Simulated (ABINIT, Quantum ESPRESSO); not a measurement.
A Quantum ESPRESSO input for a self-consistent single point of SnO2 (Pnnm, 6 atoms in the cell) (DFT, PBEsol, plane waves, GBRV 1.5 ultrasoft (PBESOL) pseudopotentials):

```fortran
&control
   calculation = 'scf',
   prefix = 'scf',
   outdir = './work',
   pseudo_dir = './',
   tprnfor = .true.,
   tstress = .true.,
/
&system
   ibrav = 0,
   nat = 6,
   ntyp = 2,
   ecutwfc = 40,
   ecutrho = 200,
   occupations = 'fixed',
   nbnd = 30,
/
&electrons
   conv_thr = 1.0d-10,
/
ATOMIC_SPECIES
Sn   118.7100  sn_pbesol_v1.4.uspp.F.UPF
O     15.9990  o_pbesol_v1.2.uspp.F.UPF
ATOMIC_POSITIONS crystal
Sn    0.50000000    0.50000000    0.50000000
Sn    0.00000000    0.00000000    0.00000000
O     0.29185000    0.32104000    0.00000000
O     0.70815000    0.67896000    0.00000000
O     0.79185000    0.17896000    0.50000000
O     0.20815000    0.82104000    0.50000000
K_POINTS automatic
5 5 7  0 0 0
CELL_PARAMETERS angstrom
   4.69552500     0.00000000     0.00000000
   0.00000000     4.77258700     0.00000000
   0.00000000     0.00000000     3.17830600
```

Write the same calculation as an input for ABINIT.

One input that does it (others would too):

```
# SnO2, PseudoDojo nc-sr-04 PBEsol standard
pp_dirpath "./"
pseudos "Sn.upf, O.upf"
acell 3*1.0
rprim
         8.8732562613    0.0000000000    0.0000000000
         0.0000000000    9.0188823359    0.0000000000
         0.0000000000    0.0000000000    6.0061278803
natom 6
ntypat 2
znucl 50 8
typat 1 1 2 2 2 2
xred
         0.5000000000    0.5000000000    0.5000000000
         0.0000000000    0.0000000000    0.0000000000
         0.2918500000    0.3210400000    0.0000000000
         0.7081500000    0.6789600000    0.0000000000
         0.7918500000    0.1789600000    0.5000000000
         0.2081500000    0.8210400000    0.5000000000
ecut 42
ixc -116133
occopt 1
nband 28
kptopt 1
ngkpt 5 5 7
nshiftk 1
shiftk 0 0 0
nstep 100
tolvrs 1.0e-11
diemac 6
prtwf 0
prtden 0
prtvol 1
enunit 2
```

Basis settings and potentials, where a program has them, do not carry over. This input uses DFT, PBEsol, plane waves, norm-conserving pseudopotentials (PseudoDojo nc-sr-04 PBEsol standard).

The starting cell comes from a database of computed structures (which also holds hypothetical and non-ambient phases and stackings), without a prior relaxation at this level. Its lattice was rescaled by a random factor within 2.5 % of one. For this run, on top of that: lattice scaled by 0.98.
